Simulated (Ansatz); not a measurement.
Abridged Ansatz (an electronic-structure program) output:

```
Relaxation: its limit of steps is 50 (relax.max_steps)
Pseudopotential: Sr, paw, valence charge 10
Pseudopotential: Ti, paw, valence charge 12
Pseudopotential: O, paw, valence charge 6
Crystal: 5 atoms, lattice volume = 55.707 Å³
Basis set: ecut = 420 eV, 1061 PW (Γ), exchange–correlation on 54×54×54 points (8 copies of the dense FFT grid, shifted against one another)
Bands: 25, of which v1, the nominal top of the filled ones, is band 20 counted from 1 (19 counted from 0)
Symmetry: 16 space group operations
k-points: 75 of 729
Functional: x = slater, c = lda
SCF iter   1: F=—  HF=-7569.409161 eV  |F-HF|=—  |Δ(HF+E_count)|=         —  Δρ=1.84e-2  dr2=1.71e-1  ethr=1.77e-3  ⟨swp⟩=6.7  Hψ=9693  notcnv=0
SCF iter   2: F=—  HF=-7569.375883 eV  |F-HF|=—  |Δ(HF+E_count)|=   3.33e-2  Δρ=5.85e-3  dr2=1.94e-2  ethr=4.27e-4  ⟨swp⟩=2.2  Hψ=3354  notcnv=0  defer=53
SCF 1 converged in 6 iterations: F = -7569.371821 eV  dr2 = 5.51e-8
relax step   1: F+E_penalty+E_count = -7569.37182088 eV  Δ(F+E_penalty+E_count) = +0.000e0 eV  max|allowed force component| = 1.012e-29 eV/Å  Δτ_max = 0.0000 Å  P = +6.108 GPa  Ω = 55.707 Å³  fix = [a, b, gamma]  reactions: a +8.790, b +8.790 GPa  (6 SCF iters, dr2 threshold 1.00e-7 eV, accepted)
[... steps on the carried basis left out ...]
relax step   5: F+E_penalty+E_count = -7569.37216667 eV  Δ(F+E_penalty+E_count) = +2.458e-5 eV  max|allowed force component| = 3.408e-29 eV/Å  Δτ_max = 0.0000 Å  P = +5.696 GPa  Ω = 55.817 Å³  energy of the carried Pulay correction = -2.508e-5 eV  fix = [a, b, gamma]  reactions: a +8.543, b +8.543 GPa  (6 SCF iters, dr2 threshold 2.71e-9 eV, accepted)
Crystal: 5 atoms, lattice volume = 55.817 Å³
SCF iter   1: F=—  HF=-7569.372190 eV  |F-HF|=—  |Δ(HF+E_count)|=         —  Δρ=3.21e-6  dr2=5.59e-9  ethr=5.22e-7  ⟨swp⟩=3.7  Hψ=14611  notcnv=0
SCF iter   2: F=—  HF=-7569.372191 eV  |F-HF|=—  |Δ(HF+E_count)|=   1.05e-6  Δρ=2.75e-6  dr2=3.01e-9  ethr=1.40e-11  ⟨swp⟩=4.1  Hψ=5471  notcnv=0
SCF 6 converged in 12 iterations: F = -7569.372191 eV  dr2 = 3.54e-17
SCF converged after 12 iterations
Free energy (F): -7569.372191 eV
Internal energy: -7569.372191 eV  (E = F + TS)
E sigma→0 (E₀):  -7569.372191 eV
Fermi energy:    11.514247 eV
--- Forces (eV/Å), atoms counted from 1 ---
  atom   1  Sr    -0.00000000    -0.00000000     0.00000000
  atom   2  Ti     0.00000000    -0.00000000     0.00000000
  atom   3  O      0.00000000    -0.00000000     0.00000000
  atom   4  O      0.00000000     0.00000000     0.00000000
  atom   5  O      0.00000000     0.00000000     0.00000000
--- Stress (GPa, compression-positive) ---
        8.543413       0.000000       0.000000
        0.000000       8.543413       0.000000
        0.000000       0.000000       0.001466
  P = ⅓ Tr σ = 5.6961 GPa (56.961 kbar)
--- Relaxed structure (4 steps of the walk, 4 accepted, 2 SCFs on fresh bases) ---
  cell:  # Å, volume = 55.8171 Å³
    - [3.7848010812, 0.0, 0.0]
    - [0.0, 3.7848010812, 0.0]
    - [0.0, 0.0, 3.896559258696017]
  atoms:
    - { symbol: Sr, position: [7.95092125949536e-37, -5.466258366232809e-38, 0.0] }
    - { symbol: Ti, position: [0.5, 0.5, 0.4999999999999999] }
    - { symbol: O, position: [0.5, 1.9877303153684624e-38, 0.4999999999999999] }
    - { symbol: O, position: [-2.9815954726086904e-37, 0.5, 0.4999999999999999] }
    - { symbol: O, position: [0.5, 0.5, 0.0] }
```

**Question.** What was computed, and what are the main results?

**Answer.** SrTiO3, 5 atoms in the cell, with LDA in Ansatz (plane waves to 420 eV, PAW, scalar-relativistic without spin-orbit coupling). The last SCF converged to F = -7569.372191 eV, or -1513.8744 eV per atom, at a pressure of 5.70 GPa. The total energy compares only with runs of the same code, potentials and settings.

The cells carry an imposed strain or load. Whether these cells are dynamically stable was not tested. The final runs are not spin-polarised. The cell was made from SrTiO3 in the cubic perovskite structure (space group Pm-3m, No. 221) by this change: biaxial strain −1.80 %, plane normal [001], relaxed out of plane. Many cubic perovskites are stable only at high temperature; tilts and polar distortions were not tested.

Keys are those of Ansatz 0.2.
